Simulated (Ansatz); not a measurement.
Consider interstitial H in rock-salt MgO, charge state -1. The step: a direct jump of one H atom; the atom moves 2.13 Å along (-0.50, 0.00, 0.00) of the unit cell; the moving atom starts with neighbours 4 Mg at 1.80; 4 O at 2.10 Å and ends with 4 Mg at 1.80; 4 O at 2.10 Å. DFT values are from Ansatz (plane-wave PAW, 420 eV unless said) in a cell of 64 host sites, spin-restricted, static, with no finite-size correction. The charge state is imposed; whether it is stable for some Fermi level was not computed. Sites that were not tried may lie lower. For the PBE band: the program found a first-order saddle point.

| Level | Forward barrier (eV) | Cost of the band or of the saddle's single point |
|---|---|---|
| PBE, the Γ point alone, band relaxed | 0.83 | about 30 core-minutes (a rough figure) |
| PBE, a 2×2×2 k-point mesh shifted by half a step, same geometries | 0.88 | roughly 2.5 core-minutes |
| r2SCAN at 500 eV, the Γ point alone, same geometries | 0.87 | about 60 core-seconds (a rough figure) |
| HSE06, Γ point alone, same geometries | 0.82 | roughly 5 core-minutes |

Ansatz is a program for electronic structure.
